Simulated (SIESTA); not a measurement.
Input and output of a self-consistent single point for TlBr (Pm-3m, 2 atoms in the cell) (SIESTA).

Computed with GGA PBE, numerical atomic orbitals DZP, PseudoDojo PBE standard norm-conserving potentials (rewritten from UPF to PSML) (SIESTA).

The change in words: lattice scaled by 0.98. Reference geometry:
```
TlBr
1.0
    3.99000     0.00000     0.00000
    0.00000     3.99000     0.00000
    0.00000     0.00000     3.99000
Tl Br
1 1
Cartesian
  0.00000   0.00000   0.00000
  1.99500   1.99500   1.99500
```

Reference input (self-consistent single point, DFT, GGA PBE, numerical atomic orbitals DZP, PseudoDojo PBE standard norm-conserving potentials (rewritten from UPF to PSML)): XC.functional = GGA; XC.authors = PBE; potentials = PseudoDojo PBE standard; PAO.BasisSize = DZP; PAO.EnergyShift = 0.01 Ry; MeshCutoff = 350 Ry; kgrid.MonkhorstPack = 8 8 8; OccupationFunction = FD; ElectronicTemperature = 0.02 eV; MaxSCFIterations = 150; SCF.Mixer.Method = Broyden; SCF.Mixer.Weight = 0.2. This run's input differs from it in these lines:

```diff
@@ -12,5 +12,5 @@
 %block LatticeVectors
-     7.540007237    0.000000000    0.000000000
-     0.000000000    7.540007237    0.000000000
-     0.000000000    0.000000000    7.540007237
+     7.389207093    0.000000000    0.000000000
+     0.000000000    7.389207093    0.000000000
+     0.000000000    0.000000000    7.389207093
 %endblock LatticeVectors
@@ -19,3 +19,3 @@
      0.000000000    0.000000000    0.000000000  1
-     3.770003619    3.770003619    3.770003619  2
+     3.694603546    3.694603546    3.694603546  2
 %endblock AtomicCoordinatesAndAtomicSpecies
```

The program printed (abridged):

```
        iscf     Eharris(eV)        E_KS(eV)     FreeEng(eV)     dDmax    Ef(eV) dHmax(eV)
   scf:    1    -2079.450568    -2076.538115    -2076.538115  0.549878 -3.142491  3.985542
   scf:    2    -2077.012135    -2076.790031    -2076.790031  0.054428 -3.994413  2.611087
   scf:    3    -2077.027167    -2076.938957    -2076.938957  0.078956 -3.836275  0.476183
   scf:    4    -2076.952283    -2076.947127    -2076.947127  0.024317 -3.991246  0.022793
   scf:    5    -2076.947184    -2076.947164    -2076.947164  0.000876 -3.984465  0.009756
   [... 5 lines left out ...]
   scf:   11    -2076.947171    -2076.947171    -2076.947171  0.000034 -3.985786  0.000791
   scf:   12    -2076.947171    -2076.947171    -2076.947171  0.000022 -3.985838  0.000519
   scf:   13    -2076.947171    -2076.947171    -2076.947171  0.000015 -3.985871  0.000340
   scf:   14    -2076.947171    -2076.947171    -2076.947171  0.000010 -3.985888  0.000243
SCF Convergence by DM+H criterion
max |DM_out - DM_in|         :     0.0000096461
max |H_out - H_in|      (eV) :     0.0002430425
SCF cycle converged after 14 iterations

Using DM_out to compute the final energy and forces

siesta: E_KS(eV) =            -2076.9472

siesta: E_KS - E_eggbox =     -2076.9472

siesta: Atomic forces (eV/Ang):
     1   -0.000000   -0.000000   -0.000000
     2   -0.000000   -0.000000   -0.000000
   Tot   -0.000000   -0.000000   -0.000000
   Max    0.000000
   Res    0.000000    sqrt( Sum f_i^2 / 3N )
   Max    0.000000    constrained

Stress tensor Voigt[x,y,z,yz,xz,xy] (kbar):      -23.13      -23.13      -23.13       -0.00       -0.00       -0.00
(Free)E + p*V (eV/cell)    -2076.0840
Target enthalpy (eV/cell)    -2076.9472

siesta: Program's energy decomposition (eV):
siesta: FreeEng =     -2076.947171

   [... lines left out ...]
siesta:    -0.014438   -0.000000   -0.000000
siesta:    -0.000000   -0.014438   -0.000000
siesta:    -0.000000   -0.000000   -0.014438

siesta: Cell volume =         59.785644 Ang**3

siesta: Pressure (static):
siesta:                Solid            Molecule  Units
siesta:           0.00015725          0.00015725  Ry/Bohr**3
siesta:           0.01443821          0.01443821  eV/Ang**3
siesta:          23.13256739         23.13256767  kBar
```

The run converged in 14 iterations. Against the reference run the free energy rises by 15.3 meV/atom, the pressure goes from 0.38 to 2.31 GPa and the gap on the mesh goes from 1.939 to 1.779 eV.

The starting cell has typed, rounded lattice constants, without a prior relaxation at this level. For this run, on top of that: lattice scaled by 0.98. Spin-orbit coupling is off. Values carry the incompleteness of an atom-centred basis.

Cost on one core of a shared machine: roughly 40 s.
